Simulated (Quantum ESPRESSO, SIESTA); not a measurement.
A SIESTA input for a self-consistent single point of La₂O₃ (P-3m1, 5 atoms in the cell) (DFT, GGA PBE, numerical atomic orbitals DZP, PseudoDojo PBE standard norm-conserving potentials (rewritten from UPF to PSML)):

```
# files in the folder: La.psml O.psml (PseudoDojo PBE standard)
SystemName  La2O3
SystemLabel siesta

NumberOfAtoms                5
NumberOfSpecies              2
%block ChemicalSpeciesLabel
  1 57 La
  2 8 O
%endblock ChemicalSpeciesLabel
LatticeConstant              1.0 Ang
%block LatticeVectors
     3.879900000    0.000000000    0.000000000
    -1.939950000    3.360092000    0.000000000
     0.000000000    0.000000000    6.032837000
%endblock LatticeVectors
AtomicCoordinatesFormat      Fractional
%block AtomicCoordinatesAndAtomicSpecies
     0.666667000    0.333333000    0.753760000  1
     0.333333000    0.666667000    0.246240000  1
     0.666667000    0.333333000    0.354110000  2
     0.333333000    0.666667000    0.645890000  2
     0.000000000    0.000000000    0.000000000  2
%endblock AtomicCoordinatesAndAtomicSpecies

XC.functional                GGA
XC.authors                   PBE
PAO.BasisSize                DZP
PAO.EnergyShift              0.01 Ry
MeshCutoff                   300 Ry
%block kgrid.MonkhorstPack
    7   0   0  0.0
    0   7   0  0.0
    0   0   4  0.0
%endblock kgrid.MonkhorstPack
OccupationFunction           FD
ElectronicTemperature        10 K

MaxSCFIterations             150
SCF.Mixer.Method             Pulay
SCF.Mixer.Weight             0.25
SCF.Mixer.History            8
SCF.DM.Tolerance             1.0E-05
Diag.ParallelOverK           true
WriteForces                  true
```

### Question
Translate this input to Quantum ESPRESSO.

### Answer
One input that does it (others would too):

```fortran
&control
 calculation = 'scf',
 prefix = 'pwscf',
 outdir = './tmp',
 pseudo_dir = './',
 tprnfor = .true.,
 tstress = .true.,
/
&system
 ibrav = 4,
 A = 3.879900021,
 C = 6.032837000,
 nat = 5,
 ntyp = 2,
 ecutwfc = 40,
 ecutrho = 200,
 occupations = 'fixed',
 nbnd = 22,
/
&electrons
 conv_thr = 1.0d-10,
 mixing_beta = 0.7,
/
ATOMIC_SPECIES
La   138.9055  la_pbe_v1.uspp.F.UPF
O     15.9990  o_pbe_v1.2.uspp.F.UPF
ATOMIC_POSITIONS angstrom
La    1.939950010    1.120030661    4.547311217
La    0.000000000    2.240061321    1.485525783
O     1.939950010    1.120030661    2.136287910
O     0.000000000    2.240061321    3.896549090
O     0.000000000    0.000000000    0.000000000
K_POINTS automatic
7 7 4  0 0 0
```

Basis settings and potentials, where a program has them, do not carry over. This input uses DFT, PBE, plane waves, GBRV 1.5 ultrasoft (PBE) pseudopotentials.

The starting cell comes from a database of computed structures (which also holds hypothetical and non-ambient phases and stackings), without a prior relaxation at this level. Its lattice was rescaled by a random factor within 2.5 % of one. For this run, on top of that: lattice scaled by 0.98.
